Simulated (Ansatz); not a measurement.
The parent structure is TiC in the rock salt structure (space group Fm-3m, No. 225; relaxed with 0.1 eV smearing).

```xyz
2
Lattice="0.0000 2.1305 2.1305 2.1305 0.0000 2.1305 2.1305 2.1305 0.0000" Properties=species:S:1:pos:R:3 pbc="T T T"
Ti     0.0000     0.0000     0.0000
C      2.1305     2.1305     2.1305
```

Cartesian axes are those of the cell as printed.

Method: LDA in Ansatz (plane waves to 420 eV, PAW, spin-orbit coupling left out).

For the base:

```
Quantity          Result
---------------  -------
Volume per atom  9.67 Å³
```

Now apply this change: compressive biaxial strain of 3.00 % in the plane normal to [001], as in epitaxy on a mismatched substrate; the out-of-plane cell vector and the atoms relax.

**Question.** What happens to the volume per atom?

**Answer.** The volume per atom drops by 0.44 Å³ (9.67 Å³ → 9.23 Å³).

**Question.** How does this affect the in-plane stress?

**Answer.** The mean in-plane stress (compression positive) is +23.6 GPa.

**Question.** Estimate the effect on the energy relative to the base.

**Answer.** The energy rises by 40 meV/atom.

No phonon test of stability was made. The final runs are not spin-polarised.

Ansatz is a program for electronic structure.
